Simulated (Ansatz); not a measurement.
Cubic perovskite BaHfO3, treated with PBE-D4 (PAW; Ansatz, a first-principles code).

Run with plane-wave cutoff 520 eV, 8×8×8 k mesh, Fermi–Dirac smearing 0.01 eV, scalar-relativistic PAW data made under PBE.

The cell is scaled about its equilibrium volume:

```csv
V (Å³/atom),P (GPa),direct gap at Γ (eV),smallest gap on the k mesh (eV)
13.799,11.32,3.788,3.773
14.093,7.13,3.786,3.733
14.386,3.38,3.780,3.692
14.680,0.00,3.769,3.651
14.974,-3.03,3.755,3.609
15.267,-5.75,3.737,3.567
15.561,-8.19,3.717,3.524
```

The fundamental gap (3.65 eV at the equilibrium volume, with added k points) lies elsewhere than Γ–Γ.

Spin–orbit coupling is not included.
